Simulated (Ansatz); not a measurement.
Where the default PAW files enter, the runs use the earlier of Ansatz's two default sets.

Here is the system:

```
O2Si
1.0
    4.99265     0.00000     0.00000
    0.00000     6.93393     0.00000
    0.00000     0.00000     4.99265
Si O
4 8
Cartesian
  1.50449   3.46697   3.48816
  4.00081   1.73348   4.00081
  3.48816   0.00000   1.50449
  0.99184   5.20045   0.99184
  1.19130   4.71431   4.46128
  3.02769   2.98083   3.68762
  3.80135   1.24734   0.53137
  1.96496   6.44779   1.30503
  1.30503   3.95310   1.96496
  4.46128   5.68659   1.19130
  3.68762   0.48614   3.02769
  0.53137   2.21962   3.80135
```

Space group of this cell: P4_12_12. The cell is taken as given.

Calculation: r2SCAN (plane waves, PAW; Ansatz, a first-principles code).

The current runs along the normal of the first two printed vectors; no spin-orbit coupling. Scaled by the factor s: the length along the current (ions clamped). Meshes 6×6×6 and 6×6 across the current in all rows.

```tsv
s	mean pressure (GPa)	band gap (eV)
0.97	6.0	?
1.00	0.1	6.34
1.03	-4.7	6.15
```

Problem. Take the slope of the band gap against ln s from the two given rows, extrapolate to s = 0.97, and say what the run there gives.

Solution. Slope = (6.15 − 6.34) / ln 1.03 = -6.43 eV. The line gives 6.34 + (-6.43) × ln 0.97 = 6.54 eV. The run gives 6.48 eV, 0.06 eV under the line, 28 % of the predicted step.
